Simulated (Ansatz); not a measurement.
Consider interstitial F in 4H silicon carbide, charge state -1. The step: F moves alone to another site; the atom moves 2.54 Å along (0.00, 0.00, 0.25) of the unit cell; the moving atom starts with neighbours 3 C at 2.27, 3 C at 2.30; 3 Si at 1.89 Å and ends with 3 C at 2.28, 3 C at 2.29; Si at 1.88, 3 Si at 1.91 Å. A PBE band in Ansatz (plane-wave PAW, the Γ point alone, 72 host sites, 59 SCF runs with any check of the saddle's order, static, no finite-size correction) gives a forward barrier of 2.89 eV. The program found a first-order saddle point. The charge state is imposed; whether it is stable for some Fermi level was not computed. Sites that were not tried may lie lower.

Single points at the band's start and saddle point can refine it. Rough cost of one point, in units of the band's mean SCF on the same machine:

```csv
Level,Cost of one point
"PBE, a 2×2×2 k-point mesh shifted by half a step along c",about 6
"r2SCAN at 500 eV, the Γ point alone",about 3
```

**Question.** Which of these move the barrier by more than 0.1 eV, and how far does each move it?

**Answer.** PBE, a 2×2×2 k-point mesh shifted by half a step along c: +0.33 eV; r2SCAN at 500 eV, the Γ point alone: +0.18 eV. Each functional is compared with PBE at the same k-points.

Ansatz is an electronic-structure program.
